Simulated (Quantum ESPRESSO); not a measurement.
Quantum ESPRESSO 7.5, DFT, PBE, plane waves, SSSP 1.1.2 efficiency PBE: bcc Li, atoms displaced (Li10), 10 atoms. Basis and mesh were picked for this test and aren't claimed converged.

| Item | Result |
|---|---|
| cell | 3.51, 3.51, 17.55 Å; 90, 90, 90° |
| distance to the nearest atom | 2.70 to 2.95 Å |
| task | scf |
| k mesh | 5×5×1 |
| ecutwfc | 45 Ry |
| ecutrho | 360 Ry |
| occupations | smearing |
| smearing | mv |
| degauss | 0.02 Ry |
| conv_thr | 1e-08 Ry |
| tprnfor | true |
| tstress | false |
| k-point pools (-nk) | 8 |
| mixing_mode | plain (default) |
| mixing_beta | 0.7 (default) |
| mixing_ndim | 8 (default) |
| k-points computed | 13 |
| bands | 19 |
| electrons | 30 |
| G-vectors of the density | 168289 |
| FFT grid | 45×45×216 |

One run each.

All on 8 ranks. Base settings, kept where nothing else is said: diago_david_ndim = 2 (default), diagonalization = david (default), diago_rmm_ndim = 4 (default), diago_rmm_conv = false (default), diago_full_acc = false (default), diago_cg_maxiter = 20 (default) (diago_thr_init not set). The settings tried:
- diagonalization = cg, diago_cg_maxiter = 5
- diagonalization = rmm-davidson, diago_rmm_conv = true
- diagonalization = rmm-davidson, diago_rmm_ndim = 6
- diago_thr_init = 1e-05
- the base settings
- diagonalization = paro
- diago_david_ndim = 3
- diago_full_acc = true
- diago_david_ndim = 4
- diagonalization = rmm-paro
- diagonalization = cg
- diagonalization = rmm-davidson, diago_rmm_ndim = 2
- diagonalization = rmm-davidson

Problem. Name the extremes by SCF iterations: fewest, most, and any that don't converge.

Solution. Fewest SCF iterations: diagonalization = paro (13). Most among those that reach the base run's result: diagonalization = rmm-davidson, diago_rmm_ndim = 2 (28). All converged.

| setting | SCF iterations | end |
|---|---|---|
| diagonalization = paro | 13 | converged |
| diago_david_ndim = 3 | 17 | converged |
| diago_david_ndim = 4 | 17 | converged |
| diago_full_acc = true | 17 | converged |
| diagonalization = rmm-davidson | 18 | converged |
| the base settings | 20 | converged |
| diagonalization = cg | 20 | converged |
| diagonalization = rmm-paro | 20 | converged |
| diagonalization = rmm-davidson, diago_rmm_ndim = 6 | 20 | converged |
| diagonalization = rmm-davidson, diago_rmm_conv = true | 20 | converged |
| diago_thr_init = 1e-05 | 20 | converged |
| diagonalization = cg, diago_cg_maxiter = 5 | 22 | converged |
| diagonalization = rmm-davidson, diago_rmm_ndim = 2 | 28 | converged |

An iteration's cost differs between solvers, so these counts don't give the time.
